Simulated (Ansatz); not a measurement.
Cost and result by functional for the ionisation potential of the (100) surface of zinc-blende BP in its 1x1 cell (cut with top plane P, bottom plane P), relaxed from an ideal cut (the real face may reconstruct), outermost plane spacing 1.14 Å in the ideal cut (one of several cuts of this face), with 1 P a cell over the bulk's ratio, in Ansatz (plane waves, PAW). Single points on the PBE structure, on one kind of machine; costs are rough ratios of the slab run's core time (references not counted) to the cheapest single point. r2SCAN's cost holds its higher cutoff (500 against 420 eV). Differences are taken against r2SCAN for comparison alone: no measured value is at hand, so the table doesn't rank accuracy.

Set-up: 11 atoms, B5P6, 11.4 Å thick at the start; mesh 8x8x1; 0.025 eV smearing; dipole correction on; all atoms relaxed; start symmetry kept, larger cells not searched; spin-polarised from one start with parallel moments (other orders not tried), no spin-orbit, no U. The slab shows no gap on its mesh. The starting moment vanished. These notes are the PBE run's. r2SCAN: The program's check for a lower electronic state was not made.

| functional | relative cost | ionisation potential (eV) | less r2SCAN (eV) |
|---|---|---|---|
| LDA | 1 | 6.13 | -0.01 |
| PBEsol | 1 | 5.95 | -0.19 |
| RPBE | 1 | 5.87 | -0.26 |
| r2SCAN | 2 | 6.13 | 0.00 |
| PBE (the relaxed run's value) | – | 5.94 | -0.19 |

The values span 0.26 eV, while the single points' costs differ by a factor of roughly 2. Differences are of unrounded values.

Ansatz is a program for electronic structure.
